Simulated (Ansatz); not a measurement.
Structures of equal composition on the (110) surface of bcc Ta: a layer of W in place of the second plane; a layer of W in place of the third plane. The slabs share one bottom face, and each structure is named by its start. These are constructed structures in small cells; real faces may alloy, dewet or reconstruct in larger ones, and not all known structures of the face are among them. Slabs of about 11 Å with all that they carry, Fermi-Dirac smearing of 0.1 eV. Bottom of the slabs: a bare face, its two planes held. Relaxed from the named starts with such symmetry as they have, on meshes of like density; energies extrapolated to zero smearing; no spin-orbit coupling, no U. Spin-polarised runs, if any, are marked in brackets, and their order is one that fits the cell; the others ran without spin.

All values below come from PBE (plane waves to 420 eV, PAW; Ansatz, a program for electronic structure).

Order them by energy per 1x1 cell (lowest first) at the level PBE.

a layer of W in place of the third plane (0.000 eV), a layer of W in place of the second plane (0.069 eV)
